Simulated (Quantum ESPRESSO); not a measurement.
Convergence test for SiS4 (P2_1/m, 10 atoms in the cell)

```
SiS4
1.0
    6.88228     0.00000     0.00000
    0.00000     4.71098     0.00000
   -0.43770     0.00000     7.64479
Si S
2 8
Cartesian
  4.10050   1.17775   2.66299
  2.34407   3.53324   4.98180
  5.06799   2.47652   1.26177
  1.37658   2.23446   6.38302
  1.37658   0.12103   6.38302
  5.06799   4.58995   1.26177
  4.82660   1.17775   4.68335
  1.61798   3.53324   2.96144
  1.93618   1.17775   2.61230
  4.50840   3.53324   5.03249
```

Level of theory: PBEsol, PseudoDojo standard norm-conserving (PBESOL) pseudopotentials (plane waves; Quantum ESPRESSO).

The starting cell comes from a database of computed structures (which also holds hypothetical and non-ambient phases and stackings), without a prior relaxation at this level. The run gives no clean gap (levels at the Fermi energy touch, overlap or are partly filled at this smearing), which alone does not show that the compound is a metal. Without a gap this mesh is coarse (it stands for a supercell whose shortest vector is 19 Å).

Held fixed: ecutwfc = 55 Ry; occupations = smearing; smearing = mp; degauss = 0.0099958 Ry; potentials = {Si: Si.upf, S: S.upf}; conv_thr = 1e-10 Ry; mixing_beta = 0.5.

ΔF is the free energy per atom less that of the last row (automatic 4 6 4 0 0 0).

The series runs over K_POINTS = automatic 1 1 1 0 0 0; automatic 1 2 1 0 0 0; automatic 2 2 1 0 0 0; automatic 2 2 2 0 0 0; automatic 2 3 2 0 0 0; automatic 3 3 2 0 0 0; automatic 3 4 3 0 0 0; automatic 4 6 4 0 0 0.

### Question
From which setting on does the energy stay within 0.5 meV/atom of the last one?

### Answer
Only the last setting itself: the one before it still differs by 24 meV/atom, so the series does not show convergence to this tolerance.

### Question
From which setting on does the pressure stay within 0.5 GPa of the last one?

### Answer
From K_POINTS = automatic 3 4 3 0 0 0 on; the one before it is off by 1.0 GPa. Only the last setting checks this, so the series should go further.

| K_POINTS | ΔF (meV/atom) | pressure (GPa) | largest force (eV/Å) | k-points | plane waves |
|---|---|---|---|---|---|
| automatic 1 1 1 0 0 0 | -346.6 | 0.28 | 2.179 | 1 | 11535 |
| automatic 1 2 1 0 0 0 | 296.4 | 2.57 | 1.127 | 2 | 11535 |
| automatic 2 2 1 0 0 0 | 284.5 | 2.62 | 1.062 | 4 | 11535 |
| automatic 2 2 2 0 0 0 | 255.5 | 2.15 | 0.910 | 8 | 11580 |
| automatic 2 3 2 0 0 0 | -66.6 | -1.27 | 0.123 | 8 | 11580 |
| automatic 3 3 2 0 0 0 | -66.8 | -1.27 | 0.123 | 8 | 11555 |
| automatic 3 4 3 0 0 0 | 24.2 | -0.04 | 0.375 | 15 | 11552 |
| automatic 4 6 4 0 0 0 | 0.00 | -0.26 | 0.350 | 40 | 11580 |
